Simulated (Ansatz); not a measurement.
Consider Ca in the fcc (Cu type) structure (space group Fm-3m, No. 225; a = 5.5685 Å; relaxed with 0.1 eV smearing). Axes: x, y, z lie along the cube axes.

Computed with r2SCAN/PAW in Ansatz (a program for electronic structure), spin-orbit coupling left out.

For the base:

The pressure is 0.0 GPa.

It is then changed as follows: compressive biaxial strain of 2.06 % in the plane normal to [110], as in epitaxy on a mismatched substrate; the out-of-plane cell vector and the atoms relax.

Problem. Predict the new pressure, out-of-plane strain and energy relative to the base.

Solution. The pressure (mean of the normal stresses, compression positive) goes from zero to 0.6 GPa; the out-of-plane strain comes out as +1.09 %; the energy goes up by 4.7 meV/atom.

No phonon test of stability was made.
